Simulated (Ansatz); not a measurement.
Results of revPBE (Ansatz, a first-principles code, plane waves, PAW) for CsCl-type CoGa.

Run with plane-wave cutoff 520 eV, 20×20×20 k mesh, Fermi–Dirac smearing 0.05 eV, no spin polarisation, scalar-relativistic PAW data made under PBE.

Pressure at four volumes; x = ln(V/12.189 Å³). One pressure is withheld.

| V (Å³/atom) | x | P (GPa) |
|---|---|---|
| 11.458 | -0.0618 | 11.93 |
| 12.189 | 0.0000 | -0.01 |
| 12.677 | 0.0393 | -5.96 |
| 12.921 | 0.0583 | ? |

**Question.** Pass a parabola P(x) through the three rows shown, estimate the bulk modulus and its pressure derivative near zero pressure, and predict the withheld pressure.

**Answer.** Slopes between the rows: (-0.01 − (11.93))/(0.0000 − (-0.0618)) = -193.20 and (-5.96 − (-0.01))/(0.0393 − (0.0000)) = -151.40 GPa. Their difference over the span 0.1011 is c = 41.80/0.1011 = 413.5 GPa, so P(x) = 11.93 + (-193.20)(x − (-0.0618)) + 413.5 (x − (-0.0618))(x − (0.0000)). At the middle row B = −dP/dx = −[-193.20 + 413.5 × 0.0618] = 167.6 GPa, and B′ = dB/dP = 2c/B = 4.9. At x = 0.0583 the parabola gives -8.38 GPa; the run gives -8.46 GPa. The Birch–Murnaghan fit to the energies at all volumes has B0 = 167 GPa and B′ = 4.7.
